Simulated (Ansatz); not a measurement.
Structure of amorphous IGZO (In10Ga10Zn10O40) (periodic cell):

```xyz
70
Lattice="9.5233 0.0000 0.0000 0.0000 9.5233 0.0000 0.0000 0.0000 9.5233" Properties=species:S:1:pos:R:3 pbc="T T T"
In     0.5829     6.8315     6.7300
In     3.6523     5.3052     5.0456
In     4.9679     7.5522     2.1876
In     0.9590     3.7463     5.0447
In     5.7054     1.8655     5.8723
In     4.8066     0.8107     0.1943
In     7.4752     8.3544     4.9071
In     2.6621     1.3111     7.0583
In     2.7476     5.5442     1.0132
In     7.3161     4.5686     6.6464
Ga     6.5130     5.3397     0.3954
Ga     7.6516     2.4926     3.4180
Ga     8.1599     9.1637     1.8698
Ga     2.3274     2.3310     1.1649
Ga     9.2642     4.3272     1.7190
Ga     0.6752     7.0738     3.6078
Ga     0.0335     6.9021     0.2208
Ga     3.2490     7.6424     8.2619
Ga     2.3044     9.1174     1.6765
Ga     4.4394     3.8268     8.0344
Zn     8.6617     1.3486     6.5133
Zn     7.6570     2.2803     9.4050
Zn     0.8460     0.3686     4.1945
Zn     3.7439     1.5296     3.5522
Zn     0.7959     3.6741     8.2827
Zn     6.7845     8.3862     8.4851
Zn     7.4020     5.7191     3.5851
Zn     4.2479     8.3795     5.5377
Zn     0.4794     0.0364     8.6755
Zn     4.8734     3.8497     2.6427
O      8.3406     2.6678     1.6261
O      3.1809     7.6289     0.7411
O      6.5217     4.7829     2.2001
O      2.4217     0.8452     0.0403
O      0.9178     1.6724     5.6640
O      9.2692     1.8482     8.3246
O      7.0438     0.1841     6.4878
O      4.7807     1.9455     7.8839
O      5.1589     4.1754     6.2581
O      4.8248     8.7260     8.2355
O      5.7443     2.3471     3.6925
O      3.9211     0.7516     5.3984
O      2.9572     3.4592     4.2705
O      3.6425     6.8545     6.4923
O      7.0223     0.3916     0.4909
O      4.1304     2.7792     1.1562
O      6.3777     7.1974     0.6480
O      1.3598     3.8212     0.7065
O      3.9622     5.7185     2.8659
O      5.5470     7.9230     4.1716
O      0.8488     6.0443     1.9714
O      7.4769     6.2243     5.4316
O      0.2913     8.7328     0.9787
O      8.5006     5.3531     0.3091
O      9.4602     4.6512     6.8482
O      4.2437     0.0639     2.1099
O      1.9237     8.8563     7.4451
O      7.6404     2.7513     5.5203
O      8.2805     0.6406     3.4884
O      1.5799     6.3996     8.6327
O      6.6464     3.8894     8.6031
O      8.9217     4.1041     3.6101
O      0.0522     8.2006     5.2058
O      8.2692     7.5049     2.9351
O      1.4614     5.8751     4.9152
O      1.9590     8.3880     3.3725
O      4.4457     5.2437     9.2533
O      2.5850     3.3962     7.4845
O      8.6992     7.7901     8.2159
O      1.8702     1.3669     2.6729
```

These are PBE, scalar-relativistic without spin-orbit coupling (plane waves to 420 eV, PAW; Ansatz, a first-principles code) values and carry that method's errors.

Preparation: random packing, a CHGNet melt and quench, and a DFT relaxation. O atoms were pushed apart under 1.9 Å during the dynamics, to hinder bonds among them. The hot cell started wider than the set density and was brought back towards it in steps. It is the lowest in DFT energy of 2 quenches. It is a model cell: composition and starting density were chosen by hand, and all elements were melted together. No dispersion term was used. Its density started from a set value of 6.09 and ended at 6.04 g/cm³. The quench (nominally 84 K/ps over its main leg) was far faster than any real one, so the model tends to hold more defects than a real film. A cell of this size samples the disorder only roughly. The volume was free in the relaxation, at fixed shape. Stress components on the final sampling reach 1.4 GPa.

Cut-offs for bonds: In-In 3.12 Å, In-Ga 2.90 Å, In-Zn 2.90 Å, In-O 2.70 Å, Ga-Ga 2.68 Å, Ga-Zn 2.68 Å, Ga-O 2.42 Å, Zn-Zn 2.68 Å, Zn-O 2.58 Å, O-O 1.58 Å. Two cations that share two anions don't count as bonded, nor two that share one unless they lie closer than In-In 3.04 Å, In-Ga 2.82 Å, In-Zn 2.82 Å, Ga-Ga 2.61 Å, Ga-Zn 2.61 Å, Zn-Zn 2.61 Å.

Problem. Give the coordination numbers, mean bond lengths and angles.

Solution. 
| Item | Value |
|---|---|
| Mean coordination of In by anions | 5.60 (4 with 5, 6 with 6) |
| Mean coordination of Ga by anions | 4.90 (2 with 4, 7 with 5, 1 with 6) |
| Mean coordination of Zn by anions | 4.40 (1 with 3, 4 with 4, 5 with 5) |
| Mean coordination of O | 3.73 (12 with 3, 27 with 4, 1 with 5) |
| Mean In-O bond | 2.219 Å (spread 0.103 Å, 56 counted) |
| Mean Ga-O bond | 1.975 Å (spread 0.095 Å, 49 counted) |
| Mean Zn-O bond | 2.064 Å (spread 0.133 Å, 44 counted) |
| Bond angle at In | mean 104.2°, spread 28.1° |
| Bond angle at Ga | mean 106.9°, spread 26.6° |
| Bond angle at Zn | mean 107.5°, spread 23.1° |
| Bond angle at O | mean 109.8°, spread 17.4° |

Problem. List the pairs of like atoms that count as bonded by the rules above.

Solution. There are none by these rules.

Problem. What Bader charges do the atoms carry, from a run on the zone centre alone?

Solution. Means (range): In +1.82 e (+1.79 to +1.86), Ga +1.84 e (+1.80 to +1.86), Zn +1.24 e (+1.20 to +1.28), O -1.22 e (-1.27 to -1.19).
```csv
atom,charge (e)
In1,+1.86
In2,+1.80
In3,+1.79
In4,+1.81
In5,+1.82
In6,+1.82
In7,+1.83
In8,+1.82
In9,+1.85
In10,+1.81
Ga11,+1.84
Ga12,+1.85
Ga13,+1.80
Ga14,+1.80
Ga15,+1.85
Ga16,+1.84
Ga17,+1.83
Ga18,+1.86
Ga19,+1.86
Ga20,+1.83
Zn21,+1.20
Zn22,+1.23
Zn23,+1.27
Zn24,+1.28
Zn25,+1.26
Zn26,+1.27
Zn27,+1.20
Zn28,+1.22
Zn29,+1.22
Zn30,+1.22
O31,-1.23
O32,-1.24
O33,-1.24
O34,-1.27
O35,-1.20
O36,-1.22
O37,-1.20
O38,-1.22
O39,-1.23
O40,-1.21
O41,-1.23
O42,-1.21
O43,-1.19
O44,-1.20
O45,-1.22
O46,-1.25
O47,-1.21
O48,-1.24
O49,-1.20
O50,-1.21
O51,-1.24
O52,-1.22
O53,-1.24
O54,-1.25
O55,-1.20
O56,-1.21
O57,-1.21
O58,-1.23
O59,-1.24
O60,-1.24
O61,-1.21
O62,-1.23
O63,-1.21
O64,-1.24
O65,-1.23
O66,-1.24
O67,-1.21
O68,-1.23
O69,-1.23
O70,-1.24
```
